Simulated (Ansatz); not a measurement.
A self-consistent single point of Li₃Ag (I4mm, 4 atoms in the cell) with Ansatz (a quantum-chemistry and plane-wave program).

Computed with PBEsol, harder PAW files (source: ansatz) made with PBE (plane waves; Ansatz).

```xyz
4
Lattice="-2.1028 2.1028 3.6576 2.1028 -2.1028 3.6576 2.1028 2.1028 -3.6576" Properties=species:S:1:pos:R:3 pbc="T T T"
Li     2.1028     0.0000     1.8288
Li     0.0000     2.1028     1.8288
Li     0.0000     0.0000     3.7076
Ag     0.0000     0.0000     0.0000
```

Reference input (self-consistent single point, DFT, PBEsol, plane waves, default PAW files made with PBE): basis.ecutwfc = 420 eV; kpoints.mp_grid.grid = 11 11 11; hamiltonian.xc = pbesol; hamiltonian.pseudopotentials = {kind: paw} (the program's default PAW files); scf.occupations.method = gaussian; scf.occupations.width = 0.1 eV. This run's input differs from it in these lines:

Ansatz 0.2 input:
```diff
@@ -12,3 +12,3 @@
 basis:
-  ecutwfc: 420.0 eV
+  ecutwfc: 1170.0 eV
 kpoints:
@@ -17,3 +17,3 @@
   xc: pbesol
-  pseudopotentials: { kind: paw }
+  pseudopotentials: { kind: paw, source: ansatz }
 scf:
```

Log, with long lists cut:

```
SCF iter   1: F=—  HF=-8148.489544 eV  |F-HF|=—  |Δ(HF+E_count)|=         —  Δρ=1.14e-1  dr2=1.39e1  ethr=3.10e-3  ⟨swp⟩=5.3  Hψ=11432  notcnv=0
all-band conjugate gradients solve this SCF's bands
preconditioner: auto → Kerker (q_TF=auto, 2.373 Å⁻¹)
SCF iter   2: F=—  HF=-8146.570335 eV  |F-HF|=—  |Δ(HF+E_count)|=    1.92e0  Δρ=5.13e-2  dr2=3.23e0  ethr=3.10e-3  ⟨swp⟩=2.0  Hψ=5393  notcnv=0  defer=25
   [... lines left out ...]
SCF iter   6: F=—  HF=-8145.729893 eV  |F-HF|=—  |Δ(HF+E_count)|=   7.43e-4  Δρ=5.80e-4  dr2=3.71e-4  ethr=1.19e-5  ⟨swp⟩=1.6  Hψ=3476  notcnv=0  defer=24
SCF iter   7: F=—  HF=-8145.729790 eV  |F-HF|=—  |Δ(HF+E_count)|=   1.03e-4  Δρ=5.68e-5  dr2=3.69e-6  ethr=1.33e-6  ⟨swp⟩=2.0  Hψ=2983  notcnv=0  defer=24
SCF iter   8: F=—  HF=-8145.729759 eV  |F-HF|=—  |Δ(HF+E_count)|=   3.15e-5  Δρ=1.26e-5  dr2=1.81e-7  ethr=1.32e-8  ⟨swp⟩=2.0  Hψ=3153  notcnv=0  defer=24
SCF iter   9: F=-8145.729758 eV  HF=-8145.729758 eV  |F-HF|=2.01e-8  |Δ(HF+E_count)|=   4.95e-8  Δρ=4.35e-6  dr2=2.23e-8  ethr=3.57e-10  ⟨swp⟩=5.5  Hψ=9001  notcnv=0
SCF 1 converged in 9 iterations: F = -8145.729758 eV  dr2 = 2.23e-8
Free energy (F): -8145.729758 eV
Internal energy: -8145.723212 eV  (E = F + TS)
E sigma→0 (E₀):  -8145.726485 eV
Entropy (-TS):   -0.006547 eV (-1.637 meV/atom)
Fermi energy:    6.238393 eV
--- Forces (eV/Å), atoms counted from 1 ---
  atom   1  Li    -0.00000000     0.00000000     0.05922783
  atom   2  Li     0.00000000     0.00000000     0.05922783
  atom   3  Li     0.00000000    -0.00000000    -0.11042961
  atom   4  Ag    -0.00000000     0.00000000    -0.00812098
--- Stress (GPa, compression-positive) ---
       -0.043756       0.000000       0.000000
        0.000000      -0.043756       0.000000
        0.000000       0.000000       0.110406
  P = ⅓ Tr σ = 0.0076 GPa (0.076 kbar)
  The stress holds the Pulay correction. Without it, at fixed plane waves, as pw.x and ABINIT print it: P = 0.0051 GPa
```

The run converged in 9 iterations. Against the reference run the pressure stays at 0.01 GPa and the largest force stays at 0.110 eV/Å.

The starting cell comes from a database of computed structures (which also holds hypothetical and non-ambient phases and stackings), without a prior relaxation at this level. Its lattice was rescaled by up to half a per cent. One atom was moved a little off its site on purpose. Ansatz's pressure includes its estimate of the finite-basis (Pulay) stress.

Cost on one core of a shared machine: roughly 50 s.
